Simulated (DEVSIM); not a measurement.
Device: abrupt Ge p-n junction, at 300 K.

Layer 1 from the left is Ge, thickness (μm) 0.0260, Na (cm⁻³) 6.1e15, τn (s) 0.00015, τp (s) 0.00015. Layer 2 from the left is Ge, thickness (μm) 0.490, Nd (cm⁻³) 3.9e16, τn (s) 0.00015, τp (s) 0.00015.

Left contact: ohmic. Right contact: ohmic. Voltage is applied to the left contact. Recombination: SRH at mid-gap. Mobility is constant in doping.

Constants are typed, rounded textbook-type inputs, not results; the design itself was drawn at random and stands for no fabricated device. Values at 300 K.

Ge: gap (eV) 0.664, affinity (eV) 4, permittivity 16, Nc (cm⁻³) 1.04e19, Nv (cm⁻³) 6e18, μn (cm²/Vs) 3900, μp (cm²/Vs) 1900.

DEVSIM, 1D drift-diffusion, Boltzmann statistics, complete ionisation; no tunnelling, impact ionisation, image-force lowering or self-heating.

Problem. What does the simulation give for the dark forward voltage at 100 A/cm², the largest field in the device at zero bias, the potential step across the device at zero bias?

Solution. dark forward voltage at 100 A/cm² 0.111 V; largest field in the device at zero bias 43000 V/cm; potential step across the device at zero bias 0.341 V.
